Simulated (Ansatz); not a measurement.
Start from CdSe in the zinc blende structure (space group F-43m, No. 216; a = 6.0820 Å). Axes: x, y, z lie along the cube axes.

Method: PBEsol (Ansatz, an electronic-structure program; PAW; 420 eV plane waves; no spin-orbit coupling), earlier PAW set.

Strains are applied to the cell and any free atomic positions relax.

One change was made to it. Results:

```json
[
 {"quantity": "band gap", "base": "0.48 eV", "after": "0.60 eV"},
 {"quantity": "gap character", "base": "direct at Γ", "after": "direct at Γ"},
 {"quantity": "pressure", "base": "0.00 GPa", "after": "3.59 GPa"}
]
```

### Question
Which change produced these results?
A) uniaxial strain ε_zz = +1.55 %
B) uniaxial strain ε_yy = −0.94 %
C) isotropic strain −1.98 %

### Answer
C, isotropic strain −1.98 %. For comparison, the band gap in the other runs: uniaxial strain ε_yy = −0.94 % gives 0.48 eV; uniaxial strain ε_zz = +1.55 % gives 0.43 eV.

Whether these cells are dynamically stable was not tested. k-point labels follow each cell's own Brillouin zone.
